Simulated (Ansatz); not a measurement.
The reference is MoS₂ in the 2H-MoS2 type structure (space group P6_3/mmc, No. 194; a = 3.149 Å, c = 12.091 Å; layered, stacked along the Cartesian z axis). Axes: x lies along a and z along c of the hexagonal cell.

(Cell as relaxed with PBE-D3(BJ).)

Levels (all Ansatz, a quantum-chemistry and plane-wave program, PAW, earlier PAW set): PBE-D3(BJ) (420 eV, no spin-orbit coupling); r2SCAN+rVV10 (500 eV, scalar-relativistic without spin-orbit coupling).

Each level relaxes its own structure.

| base | PBE-D3(BJ) | r2SCAN+rVV10 |
|---|---|---|
| volume per atom | 17.31 Å³ | 18.08 Å³ |
| lattice parameter a | 3.149 Å | 3.173 Å |
| band gap | 0.78 eV | 1.01 eV |

Perturbation: biaxial strain −1.01 %, plane normal [001], relaxed out of plane (Cartesian); in-plane vectors clamped, the third vector and the atoms free.

| quantity | PBE-D3(BJ) | r2SCAN+rVV10 |
|---|---|---|
| ratio −ε⊥/ε∥ | 0.32 | [?] |
| valence-band top at Γ (three highest levels, from the VBM) | 0.00, -1.13, -1.35 eV | [?] |
| band gap | 0.80 eV | [?] |
| shortest interatomic distance | 2.393 Å | [?] |

Task: Predict the r2SCAN+rVV10 column.

Result: 
- ratio −ε⊥/ε∥, r2SCAN+rVV10: 0.43
- valence-band top at Γ (three highest levels, from the VBM), r2SCAN+rVV10: 0.00, -1.18, -1.39 eV
- band gap, r2SCAN+rVV10: 1.06 eV
- shortest interatomic distance, r2SCAN+rVV10: 2.396 Å

PBE-D3(BJ)'s ratio −ε⊥/ε∥ lies 0.11 below r2SCAN+rVV10's; PBE-D3(BJ)'s band gap lies 0.26 eV below r2SCAN+rVV10's; PBE-D3(BJ)'s shortest interatomic distance lies 0.003 Å below r2SCAN+rVV10's (0.1 %). Neither level is exact; r2SCAN+rVV10 is the comparison here, not a measurement.

Whether these cells are dynamically stable was not tested.
